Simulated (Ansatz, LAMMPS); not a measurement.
## Ge well of 21 atomic layers along [001] in random Si0.2Ge0.8, interfaces sharp

Cell 17.11 × 17.11 × 69.04 Å, Si86Ge778, 864 atoms. Prepared with Tersoff's 1989 multicomponent potential (SiCGe.tersoff) (LAMMPS): minimisation. 

Calculation: PBE, support functions at accuracy medium on the grid of 370 eV (norm-conserving potentials; Ansatz, a first-principles code).

Basis: localised support functions (accuracy medium) on a full density matrix. k-points: zone centre alone; occupations: Fermi-Dirac, 0.010 eV; spin polarisation not allowed. Scalar-relativistic, no spin-orbit coupling.

```
Item                                                                                       Result
----------------------------------------  -------------------------------------------------------
electronic character of the cell                                 no gap resolved at this smearing
coordination (neighbours within 2.976 Å)                                           100.0 % 4-fold
Ge-Ge bonds, mean ± spread                                                        2.486 ± 0.005 Å
Ge-Si bonds, mean ± spread                                                        2.439 ± 0.007 Å
Si-Si bonds, mean ± spread                                                        2.392 ± 0.007 Å
bond angles, mean ± spread                                                          109.5° ± 0.9°
pressure                                                                                 0.40 GPa
cost of the final run                     very roughly 27 core-minutes, 12 SCF iterations, 17 GiB
```
